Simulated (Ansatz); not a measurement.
```yaml
crystal:
  lattice:
    - [3.95547, 0.00000, 0.00000]
    - [0.00000, 3.95547, 0.00000]
    - [0.00000, 0.00000, 4.04610]
  atoms:
    - { symbol: Ti, position: [0.50000, 0.50000, 0.44711] }
    - { symbol: Ba, position: [0.00000, 0.00000, 0.93192] }
    - { symbol: O, position: [0.50000, 0.50000, 0.90181] }
    - { symbol: O, position: [0.50000, 0.00000, 0.41258] }
    - { symbol: O, position: [0.00000, 0.50000, 0.41258] }
```

No spin polarisation.

A single point on BaTiO3, its geometry relaxed with PBEsol.

All numbers come from r2SCAN (Ansatz, a quantum-chemistry and plane-wave program), spin-orbit coupling left out, earlier PAW set. Settings: 8×8×8 k-points, 0.05 eV Fermi–Dirac smearing.

### Question
Estimate the smallest direct gap.

### Answer
2.63 eV.

### Question
Estimate the band gap.

### Answer
2.26 eV.

### Question
What is the computed pressure?

### Answer
3.32 GPa.

Single points use the geometry relaxed with PBEsol. Whether these cells are dynamically stable was not tested. The final runs are not spin-polarised. The cell is BaTiO₃ (space group P4mm, No. 99).
